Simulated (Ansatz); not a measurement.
SiO2 under a change: biaxial strain +4.55 %, plane normal [001], relaxed out of plane

The parent structure is SiO2 in the rutile structure (space group P4_2/mnm, No. 136; a = 4.1848 Å, c = 2.6684 Å). Axes: x, y, z lie along a, b, c of the conventional cell.

Now apply this change: tensile biaxial strain of 4.55 % in the plane normal to [001], as in epitaxy on a mismatched substrate; the out-of-plane cell vector and the atoms relax.

All numbers come from Kohn–Sham DFT with the r2SCAN functional, run in Ansatz (an electronic-structure program) with PAW and 500 eV plane waves, spin-orbit coupling left out, earlier PAW set. Settings: 8×8×12 k-points, 0.05 eV Fermi–Dirac smearing.

| quantity | base | changed | shift |
|---|---|---|---|
| volume per atom | 7.79 Å³ | 8.34 Å³ | +0.55 Å³ |
| space group | P4_2/mnm (No. 136) | P4_2/mnm (No. 136) | – |
| pressure (mean of the normal stresses, compression positive) | 0.0 kbar | -117.2 kbar | -117.2 kbar |
| band gap | 6.53 eV | 5.88 eV | -0.645 eV |
| gap character | direct at Γ | direct at Γ | – |
| width of the top valence band | 2.71 eV | 2.40 eV | -0.31 eV |
| electron mass | 0.38 mₑ along c, 0.48 mₑ across (at Γ) | 0.38 mₑ out of plane, 0.43 mₑ in plane (at Γ) | – |
| valence-band top at Γ (three highest levels, from the VBM) | 0.00, -0.88, -0.88 eV | 0.00, -0.77, -0.77 eV | – |
| out-of-plane strain | – | -2.01 % | – |
| ratio −ε⊥/ε∥ | – | 0.44 | – |
| mean in-plane stress (compression positive) | – | -17.6 GPa | – |

Final structure (turned so that z lies along the plane normal):

```xyz
6
Lattice="4.3752 0.0000 0.0000 0.0000 4.3752 0.0000 0.0000 0.0000 2.6149" Properties=species:S:1:pos:R:3 pbc="T T T"
Si     2.1876     2.1876     1.3074
Si     0.0000     0.0000     0.0000
O      3.5546     3.5546     1.3074
O      1.3670     3.0082     0.0000
O      3.0082     1.3670     0.0000
O      0.8206     0.8206     1.3074
```

Effective masses come from finite differences of ±0.01 Å⁻¹. No phonon test of stability was made.
